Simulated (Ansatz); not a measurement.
Take GaSb in the zinc blende structure (space group F-43m, No. 216; a = 6.049 Å) as the base. Axes: x, y, z lie along the cube axes.

Method: LDA (Ansatz, a program for electronic structure), without spin-orbit coupling.

Strains are applied to the cell and any free atomic positions relax; under biaxial strain the out-of-plane vector relaxes too.

One change was made to it. Results:

| quantity | base | after |
|---|---|---|
| shortest interatomic distance | 2.619 Å | 2.643 Å |
| pressure (mean of the normal stresses, compression positive) | 0.00 GPa | -1.36 GPa |
| energy relative to the base (free energy F) | 0 meV/atom | +9.1 meV/atom |

Q: Name the change that was made.
A. biaxial strain +0.50 %, plane normal [001], relaxed out of plane
B. biaxial strain −1.50 %, plane normal [001], relaxed out of plane
C. biaxial strain +2.50 %, plane normal [001], relaxed out of plane
D. biaxial strain −1.00 %, plane normal [001], relaxed out of plane
E. biaxial strain −2.50 %, plane normal [001], relaxed out of plane

A: C, biaxial strain +2.50 %, plane normal [001], relaxed out of plane. For comparison, the energy relative to the base in the other runs: biaxial strain +0.50 %, plane normal [001], relaxed out of plane gives +0.4 meV/atom; biaxial strain −2.50 %, plane normal [001], relaxed out of plane gives +10 meV/atom; biaxial strain −1.00 %, plane normal [001], relaxed out of plane gives +1.6 meV/atom; biaxial strain −1.50 %, plane normal [001], relaxed out of plane gives +3.6 meV/atom.

No phonon test of stability was made. All final runs are without spin polarisation.
